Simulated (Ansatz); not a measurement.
**Defect calculation: Na interstitial in corundum**

The numbers are results of PBE, PAW (plane waves to 420 eV; Ansatz, a first-principles code), not measurements. A 2×2×1 supercell of 120 sites was used; the energies come from a 2×2×2 Γ-centred sampling of its zone. Site at the start: void with 3O nearest, no. 1. Energies of charged states are corrected for periodic images (point charge plus alignment at distant sites). Dielectric constants: PBE linear response of the host. Host gap at this level: 5.85 eV. These values are not converged in cell size to better than tenths of an eV. Levels are measured in PBE's own, too narrow, gap. Spin–orbit coupling is left out. Each state is the lowest found from its start.

The name describes the start; the neighbours show where the added atom ended.

```tsv
charge	moment (μB)	point group	largest move off a lattice site (Å)	neighbours of the added atom at the end (Å)	image correction with alignment (eV)
+1	not spin-polarised	C3i	0.30	O 2.05, O 2.05, O 2.05, O 2.05, O 2.05, O 2.05	0.30
0*	quenched	C3i	0.30	O 2.06, O 2.06, O 2.06, O 2.06, O 2.06, O 2.06	–
```

* At this level the carrier isn't localised at the defect: at charge 0 electrons occupy the conduction band. Such a state is shallow or no state of the defect, and this cell gives it no level.

Point groups are those of the whole cell at tolerances of 0.03 and 0.1 Å ("near" where only the looser one holds); none is given for unsettled states.

Starting moments that weren't kept: charge 0 began with 1 μB and ended with 0.0.

No other site or start that was run ended lower by more than 0.1 eV.

Flagged in the runs: a host whose relaxation on this sampling wasn't shown to rest, a strain field that reaches the edge of the cell.
